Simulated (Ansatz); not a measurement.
```
CELL_PARAMETERS angstrom
     17.50000     0.00000     0.00000
      0.00000    17.50000     0.00000
      0.00000     0.00000     5.61039
ATOMIC_POSITIONS crystal
  Zn 0.67886 0.50000 0.66821
  O  0.66309 0.59416 0.83179
  O  0.68830 0.50000 0.33180
  Zn 0.58943 0.65490 0.66820
  O  0.50000 0.68830 0.83180
  Zn 0.65490 0.58943 0.16820
  O  0.59416 0.66309 0.33179
  Zn 0.41057 0.65490 0.66820
  O  0.33691 0.59416 0.83179
  Zn 0.50000 0.67886 0.16821
  O  0.40584 0.66309 0.33179
  Zn 0.32114 0.50000 0.66821
  O  0.33691 0.40584 0.83179
  Zn 0.34510 0.58943 0.16820
  O  0.31170 0.50000 0.33180
  Zn 0.41057 0.34510 0.66820
  O  0.50000 0.31170 0.83180
  Zn 0.34510 0.41057 0.16820
  O  0.40584 0.33691 0.33179
  Zn 0.58943 0.34510 0.66820
  O  0.66309 0.40584 0.83179
  Zn 0.50000 0.32114 0.16821
  O  0.59416 0.33691 0.33179
  Zn 0.65490 0.41057 0.16820
```

These are PBE (plane waves to 420 eV, PAW; Ansatz, an electronic-structure program) values and carry that method's errors. Mesh 1×1×6. No spin polarisation. Isolated but for its images some 11 Å away. A hypothetical model, rolled from the flat sheet. It keeps the symmetry and period of its start, so it need not be a minimum against all distortions.

Q: Tabulate the two highest filled and two lowest empty levels along the axis, from the valence top.

A: 
```csv
k (2π/c),v2 (eV),v1 (eV),c1 (eV),c2 (eV)
0.000,-0.15,0.00,1.62,2.62
0.042,-0.15,-0.03,1.65,2.63
0.083,-0.18,-0.10,1.73,2.68
0.125,-0.22,-0.21,1.85,2.75
0.167,-0.36,-0.27,1.99,2.85
0.208,-0.44,-0.33,2.16,2.97
0.250,-0.53,-0.41,2.34,3.11
0.292,-0.63,-0.49,2.53,3.28
0.333,-0.74,-0.59,2.72,3.46
0.375,-0.74,-0.69,2.92,3.65
0.417,-0.74,-0.74,3.13,3.86
0.458,-0.74,-0.74,3.33,3.76
0.500,-0.74,-0.74,3.54,3.54
```
